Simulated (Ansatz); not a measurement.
Hf2SnC (P6₃/mmc, No. 194, 8 atoms in the cell; start mp-4893)

These are LDA in Ansatz (PAW) values and carry that method's errors.

Run with plane-wave cutoff 520 eV, 18×18×4 k mesh (along the axes of the cell as run), Fermi–Dirac smearing 0.05 eV, scalar-relativistic PAW data made under PBE.

Cell (relaxed at this level):

```yaml
crystal:
  lattice:
    - [3.27796, 0.00000, 0.00000]
    - [-1.63898, 2.83880, 0.00000]
    - [0.00000, 0.00000, 14.22590]
  atoms:
    - { symbol: Hf, position: [0.33333, 0.66667, 0.08508] }
    - { symbol: Hf, position: [0.66667, 0.33333, 0.91492] }
    - { symbol: Hf, position: [0.66667, 0.33333, 0.58508] }
    - { symbol: Hf, position: [0.33333, 0.66667, 0.41492] }
    - { symbol: Sn, position: [0.33333, 0.66667, 0.75000] }
    - { symbol: Sn, position: [0.66667, 0.33333, 0.25000] }
    - { symbol: C, position: [0.00000, 0.00000, 0.00000] }
    - { symbol: C, position: [0.00000, 0.00000, 0.50000] }
```

For Hf2SnC (P6₃/mmc, No. 194, 8 atoms in the cell; start mp-4893), the band gap comes out as zero (no gap) and the bulk modulus comes out as 158 GPa.

Note: the relaxation could not lower the start's symmetry, so the cell can be a saddle point above a distorted one; the bulk modulus is −V dP/dV from two relaxed cells at ±2 % in volume.

Spin–orbit coupling is not included; it can open a gap where bands touch, and shift volumes and moduli.

Computed values are for the static lattice.

It cost roughly 11 core-minutes of CPU time.

A start named mp-… is a Materials Project structure, which need not be a measured phase.

Ansatz is a first-principles code.
